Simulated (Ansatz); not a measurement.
We consider Mo2AlC (model structure, started from the MAX type, P6₃/mmc, No. 194, 8 atoms in the cell), described by LDA (PAW; Ansatz, a first-principles code).

Numerical settings: plane-wave cutoff 520 eV, 24×24×4 k mesh (along the axes of the cell as run), Fermi–Dirac smearing 0.05 eV, no spin polarisation, scalar-relativistic PAW data made under PBE.

Cell (relaxed at this level):

```
CELL_PARAMETERS angstrom
      2.97946     0.00000     0.00000
     -1.48973     2.58029     0.00000
      0.00000     0.00000    13.31386
ATOMIC_POSITIONS crystal
  Al 0.33333 0.66667 0.75000
  Al 0.66667 0.33333 0.25000
  Mo 0.33333 0.66667 0.08934
  Mo 0.66667 0.33333 0.58934
  Mo 0.66667 0.33333 0.91066
  Mo 0.33333 0.66667 0.41066
  C  0.00000 0.00000 0.00000
  C  0.00000 0.00000 0.50000
```

Q: Give the computed bulk modulus B0.

A: 
bulk modulus B0: 216 GPa

Note: the run has no spin polarisation, so it can have missed a magnetic state; the bulk modulus is −V dP/dV from two relaxed cells at ±2 % in volume; the relaxation could raise the start's symmetry but not lower it, so the cell can be a saddle point.

The computed numbers hold no vibrational or temperature effects.

A model structure was made by putting elements into a prototype or built by hand; it is no filed structure, need not be a known phase, and can be a saddle point held by its symmetry.
